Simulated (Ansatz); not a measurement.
The starting structures come from a database of crystals and need not be the phases stable at ambient conditions.

The decay constant κ of evanescent states in the gap governs leakage through a thin film.

Consider the following.

```xyz
3
Lattice="3.2825 0.0000 0.0000 0.0000 18.9935 0.0000 1.6413 6.3312 0.9476" Properties=species:S:1:pos:R:3 pbc="T T T"
Mo     0.0000    12.6652     0.0000
Se     0.0000     8.0038     0.0000
Se     1.6413    10.9932     0.9476
```

Space group of this cell: R3m. The cell was relaxed by PBE-D3(BJ); by PBEsol its mean pressure is -1.0 GPa.

Transport runs along the normal of the first two printed cell vectors, the (100) plane of the conventional cell.

No gap correction and no spin-orbit coupling; mid-gap values are interpolated between computed energies.

State the band gap and the smallest decay constant κ at mid-gap according to PBEsol (Ansatz, a program for electronic structure).

Gap 0.72 eV on a 30×30×30 mesh; κ = 0.201 1/Å, at (0.200, 0.000) of the in-plane reciprocal vectors. At the zone centre, at the nearest computed energy, the slowest state has κ = 0.24 1/Å.
